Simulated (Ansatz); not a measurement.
What H interstitial (started 2.58 Å from the nearest host atom), symmetric start does to ZrSe2

The parent structure is a 9-atom supercell of ZrSe2 in the CdI2 type structure (space group P-3m1, No. 164; a = 3.735 Å, c = 6.031 Å; layered, stacked along the Cartesian z axis) at its relaxed geometry.

One thing is altered: a neutral H interstitial (started 2.58 Å from the nearest host atom), symmetric start, atoms relaxed at fixed cell.

Level of theory: PBE-D3(BJ) (Ansatz, an electronic-structure program), no SOC, earlier PAW set. k-mesh 7×7×7 (Γ-centred); smearing 0.05 eV (Fermi–Dirac).

- Pressure: -1.0 GPa (base 0.0 GPa)
- Largest displacement of a host atom from its site in the perfect cell: 0.21 Å

In so small a cell the defect repeats every few ångströms: this is an ordered compound, not a dilute defect. The defect started on the symmetric site and kept its symmetry, so it may sit on a saddle. All final runs are without spin polarisation. The defect cell is not spin-polarised.
